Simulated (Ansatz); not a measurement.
Results of PBE-D3(BJ) (plane waves, PAW; Ansatz, a first-principles code) for CsCl-type AuZn (cubic form, which distorts at low temperature).

Settings: plane-wave cutoff 520 eV, 18×18×18 k mesh, Fermi–Dirac smearing 0.05 eV, scalar-relativistic PAW data made under PBE.

Cell (relaxed at this level):

```
CELL_PARAMETERS angstrom
      3.13934     0.00000     0.00000
      0.00000     3.13934     0.00000
      0.00000     0.00000     3.13934
ATOMIC_POSITIONS crystal
  Zn 0.50000 0.50000 0.50000
  Au 0.00000 0.00000 0.00000
```

Question: Give the computed bulk modulus and pressure derivative B′ of the bulk modulus.

Answer: 
- bulk modulus = 136 GPa
- pressure derivative B′ of the bulk modulus = 5.4

The run finds no gap.

Measured, for comparison: bulk modulus 131 GPa (temperature not stated, not corrected to a static lattice; as tabulated in Nepal et al. (2020), arXiv:2007.11150). Computed (rounded) less measured: bulk modulus +4 %. A static lattice is as a rule a little smaller and stiffer than an uncorrected measurement, which narrows the difference in the bulk modulus and would widen misses of the other sign.

Note: symmetry holds this phase in the static calculation, where it need not be a minimum.

Spin–orbit coupling is not included; it can shift volumes and moduli of such heavy elements.

The computed numbers hold no vibrational or temperature effects.

Cost on a shared machine: around 100 core-seconds (rough).
